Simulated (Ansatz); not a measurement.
Levels about the gap of amorphous Si51N54 (105 atoms in a cell of 1220 Å³, 2.98 g/cm³; zone centre alone, so wide bands show as single levels with stretches between that a denser mesh fills), at the geometry that PBE relaxed, where it gives 0.0 GPa on a denser mesh. The participation number counts the atoms over which a state spreads; weights are charges in smoothed Voronoi cells. The levels come from a single point, so bond lengths are those of that geometry. Method of the levels: PBE, scalar-relativistic without spin-orbit coupling (Ansatz, a first-principles code). Sampling: the zone centre alone; Fermi-Dirac width 0.02 eV; no spin polarisation. The usual formal charges leave 42 electrons over, so the level spacing at the Fermi energy parts defect or band states and needn't be the band gap.

The cell was made by melting and quenching with the CHGNet potential and then relaxed with DFT. N atoms were pushed apart under 1.9 Å during the dynamics, to hinder bonds among them. The hot cell started wider than the set density and was brought back towards it in steps. It is the lowest in DFT energy of 2 quenches. It is a model cell: composition and starting density were chosen by hand, and all elements were melted together. No dispersion term was used. Its density started from a set value of 3.09 and ended at 2.98 g/cm³. The simulated quench (nominally 120 K/ps over its main leg) is rapid and tends to freeze in more defects than a deposited or slowly cooled glass has. Values belong to this one cell and scatter from quench to quench. The volume was free in the relaxation, at fixed shape. Stress components on the final sampling reach 3.1 GPa. On a 2×2×2 Γ-centred mesh force components of up to 0.15 eV/Å stay, since the relaxation ran on the zone centre alone.

```tsv
E - E(highest filled), eV	filling	participation number	largest on	weight Si	weight N
-1.20	filled	32.6	Si, 4 neighbours	0.52	0.48
-1.08	filled	32.6	Si, 4 neighbours	0.56	0.44
-1.00	filled	33.6	Si, 4 neighbours	0.60	0.40
-0.82	filled	34.4	N, 3 neighbours	0.53	0.47
-0.62	filled	23.6	Si, 3 neighbours	0.65	0.35
-0.19	filled	19.3	Si, 4 neighbours	0.61	0.39
0.00	filled	23.4	Si, 3 neighbours	0.68	0.32
1.15	empty	19.1	Si, 4 neighbours	0.68	0.32
1.21	empty	23.7	Si, 3 neighbours	0.68	0.32
1.27	empty	43.6	Si, 4 neighbours	0.66	0.34
1.39	empty	28.4	Si, 4 neighbours	0.67	0.33
1.47	empty	16.4	Si, 4 neighbours	0.64	0.36
1.60	empty	25.2	Si, 4 neighbours	0.70	0.30
1.82	empty	34.5	Si, 4 neighbours	0.60	0.40
```

Most localised among these is the empty level at +1.47 eV, on a Si atom, which has 4 neighbours (N 1.66 Å, N 1.75 Å, Si 2.39 Å, Si 2.53 Å).
